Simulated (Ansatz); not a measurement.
## InSe in the beta-GaS type structure (space group P6_3/mmc, No. 194; layered, stacked along the Cartesian z axis)

```
CELL_PARAMETERS angstrom
      4.01624     0.00000     0.00000
     -2.00812     3.47817     0.00000
      0.00000     0.00000    16.92650
ATOMIC_POSITIONS crystal
  In 0.33333 0.66667 0.66770
  In 0.66667 0.33333 0.16770
  In 0.66667 0.33333 0.33230
  In 0.33333 0.66667 0.83230
  Se 0.33333 0.66667 0.09272
  Se 0.66667 0.33333 0.59272
  Se 0.66667 0.33333 0.90728
  Se 0.33333 0.66667 0.40728
```

All numbers come from r2SCAN+rVV10 in Ansatz (plane waves to 500 eV, PAW, no SOC), earlier PAW set. Settings: 10×10×2 k-points, 0.05 eV Fermi–Dirac smearing.

- Volume per atom = 29.56 Å³
- Density = 5.44 g/cm³
- Band gap = 0.85 eV, direct at Γ
- Electron mass = 0.085 mₑ along c, 0.14 mₑ across
- Hole mass = 0.080 mₑ along c, 2.0 mₑ across
- Lowest conduction-band minima above the VBM = Γ 0.85 eV; M (1/2, 0, 0) 1.50 eV; K (1/3, 1/3, 0) 1.74 eV
- Total energy = -5544.070 eV/atom (σ→0; compares only within this code and set-up)

Effective masses come from finite differences of ±0.01 Å⁻¹. No phonon test of stability was made.

Ansatz is a quantum-chemistry and plane-wave program.
